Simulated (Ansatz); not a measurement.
Cu on the Ge site (Cu_Ge) in germanium

The numbers are results of PBE, PAW (plane waves to 420 eV; Ansatz, a quantum-chemistry and plane-wave program), not measurements. Cell: 64 sites, 2×2×2 repeats of a cell of 8 atoms; final energies on a 2×2×2 shifted mesh. Site at the start: the Ge site. A cell of this size leaves errors of a few tenths of an eV. PBE closes or nearly closes this host's gap, so even the neutral cell can hold carriers in host bands. Spin–orbit coupling is left out, and no Hubbard U is applied to the open shells. Each state is the lowest found from its start.

Formation energies E_f are those of the neutral cell. Chemical conditions: host crystal and elements as references (Δμ(Ge) = 0.00 eV, Δμ(Cu) = 0.00 eV; Cu taken from its element, since no compound that bounds it was computed at this level; only phases computed here count, gases as isolated molecules at 0 K). Reference phases: Cu: fcc Cu, Ge: germanium.

```csv
charge,moment (μB),point group,largest move off a lattice site (Å),"E_f, host crystal and elements as references (eV)",above the lowest spin state (eV)
0,1.0,near Td,0.13,1.14,0.00
0,1.0,near Td,0.13,1.14,0.00
```

Point groups are those of the whole cell at tolerances of 0.03 and 0.1 Å ("near" where only the looser one holds); none is given for unsettled states.

Starting moments that weren't kept: charge 0 began with 3 μB and ended with 1.0.

All states together cost very roughly 9 core-hours.
